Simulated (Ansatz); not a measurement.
Sb_Nb in ferroelectric LiNbO3: one set of geometries, relaxed with PBE, evaluated in Ansatz (PAW, plane waves to 420 eV, 500 eV under r2SCAN) with PBE, r2SCAN.

Details: 120-site cell; 2×2×2 Γ-centred k-points; start: the Nb site; charged states image-corrected; no spin–orbit coupling; finite-size errors of tenths of an eV; flagged in the runs: a host whose relaxation on this sampling wasn't shown to rest, a strain field that reaches the edge of the cell.

| quantity | PBE | r2SCAN |
|---|---|---|
| host gap (eV) | 3.53 | [?] |
| ε(0/−1) above the VBM (eV) | 3.14 | [?] |
| neutral formation energy against bcc Nb, rhombohedral Sb (eV) | 4.89 | [?] |
| largest moment on one atom at charge −1 (μB) | 0.11 | [?] |

Q: Given the lower rungs, what does r2SCAN give?

A: 
- host gap (eV), r2SCAN: 3.94
- ε(0/−1) above the VBM (eV), r2SCAN: 3.76
- neutral formation energy against bcc Nb, rhombohedral Sb (eV), r2SCAN: 4.99
- largest moment on one atom at charge −1 (μB), r2SCAN: 0.12

Ansatz is a quantum-chemistry and plane-wave program.
